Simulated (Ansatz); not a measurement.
System: SiNi (Pnma, No. 62). Method: PBEsol in Ansatz (PAW).

Settings: plane-wave cutoff 520 eV, 12×16×10 k mesh (along the axes of the cell as run), Fermi–Dirac smearing 0.05 eV, no spin polarisation, scalar-relativistic PAW data made under PBE.

Cell (relaxed at this level):

NiSi is modelled in the orthorhombic space group Pnma (No. 62), Pearson symbol oP8. Cell: a = 5.109 Å, b = 3.349 Å, c = 5.520 Å, α = 90.00°, β = 90.00°, γ = 90.00°. Si on 4c is coordinated by 6 Ni at 2.264–2.377 Å. Ni on 4c has 6 Si at 2.264–2.377 Å and 4 Ni at 2.647–2.660 Å. (Neighbours: up to the widest gap in distance over summed covalent radii, below 1.35, at either atom; cation-cation and far metal-metal contacts left out.)

Task: Predict the bulk modulus.

Result: 
bulk modulus: 183 GPa

The run finds no gap.

Measured, for comparison: bulk modulus 165 ± 3 GPa (temperature not stated, not corrected to a static lattice; as tabulated in Phonons and Thermal Expansion Behavior of NiSi and NiGe). Computed (rounded) less measured: bulk modulus +11 %.

Note: the bulk modulus is −V dP/dV from two relaxed cells at ±2 % in volume.

The result took about 11 core-minutes (a rough figure).

Ansatz is an electronic-structure program.
